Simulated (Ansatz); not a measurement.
```yaml
crystal:
  lattice:
    - [3.12859, 0.00000, 0.00000]
    - [-1.56430, 2.70944, 0.00000]
    - [0.00000, 0.00000, 5.01696]
  atoms:
    - { symbol: Al, position: [0.66667, 0.33333, 0.49929] }
    - { symbol: Al, position: [0.33333, 0.66667, 0.99929] }
    - { symbol: N, position: [0.66667, 0.33333, 0.88071] }
    - { symbol: N, position: [0.33333, 0.66667, 0.38071] }
```

Space group of this cell: P6_3mc, wurtzite. The cell is taken as given; by r2SCAN its mean pressure is -4.4 GPa.

Computed with r2SCAN (plane waves, PAW; Ansatz, a first-principles code).

The current runs along the normal of the first two printed vectors; no spin-orbit coupling. Scaled by the factor s: both lengths across the current (ions clamped). Meshes 12×12×6 and 12×12 across the current in all rows.

| s | mean pressure (GPa) | slowest mid-gap decay constant κ (1/Å) |
|---|---|---|
| 0.98 | 4.4 | 0.292 |
| 1.00 | -4.4 | 0.281 |
| 1.02 | -11.6 | ? |

Question: Take the slope of the slowest mid-gap decay constant κ against ln s from the two given rows, extrapolate to s = 1.02, and say what the run there gives.

Answer: Slope = (0.292 − 0.281) / ln 0.98 = -0.544 1/Å. The line gives 0.281 + (-0.544) × ln 1.02 = 0.270 1/Å. The run gives 0.269 1/Å, 0.001 1/Å under the line, 11 % of the predicted step.
